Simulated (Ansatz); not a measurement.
**How far PBE and PBEsol part for MgO, 6 layers**

Base system: MgO in the rock salt structure (space group Fm-3m, No. 225; a = 4.254 Å). Axes: x, y, z lie along the cube axes.

(Cell as relaxed with PBE.)

Levels (all Ansatz, a program for electronic structure, PAW): PBE (420 eV, scalar-relativistic without spin-orbit coupling); PBEsol (420 eV, without spin-orbit coupling).

Each level relaxes its own structure.

```tsv
base	PBE	PBEsol
volume per atom	9.62 Å³	9.35 Å³
lattice parameter a	8.038 bohr	7.964 bohr
band gap	4.46 eV	4.62 eV
```

The change: a free-standing slab of 6 layers (12 atoms, 2 a layer) is cut normal to the z axis, with 15 Å of vacuum and the in-plane cell held at bulk.

```json
[
 {"quantity": "excess energy per area of both faces (slab less bulk energy over the cell's area: twice a surface energy)", "PBE": "1.77 J/m²", "PBEsol": "___"},
 {"quantity": "shift of the gap caused by the change", "PBE": "-0.85 eV", "PBEsol": "___"},
 {"quantity": "valence-band top at Γ (three highest levels, from the VBM)", "PBE": "0.00, 0.00, -0.10 eV", "PBEsol": "___"},
 {"quantity": "band gap", "PBE": "3.61 eV", "PBEsol": "___"}
]
```

**Question.** Predict the PBEsol column.

**Answer.** 
- excess energy per area of both faces (slab less bulk energy over the cell's area: twice a surface energy), PBEsol: 2.03 J/m²
- shift of the gap caused by the change, PBEsol: -0.90 eV
- valence-band top at Γ (three highest levels, from the VBM), PBEsol: 0.00, 0.00, -0.11 eV
- band gap, PBEsol: 3.72 eV

PBE's excess energy per area of both faces lies 0.26 J/m² below PBEsol's; PBE's shift of the gap caused by the change lies 0.05 eV above PBEsol's; PBE's band gap lies 0.11 eV below PBEsol's. Neither level is exact; PBEsol is the comparison here, not a measurement.

Slab and bulk use different k-meshes, which limits the precision of the excess energy. Semilocal Kohn–Sham gaps tend to fall short of experiment. Stability against distortions was not tested.
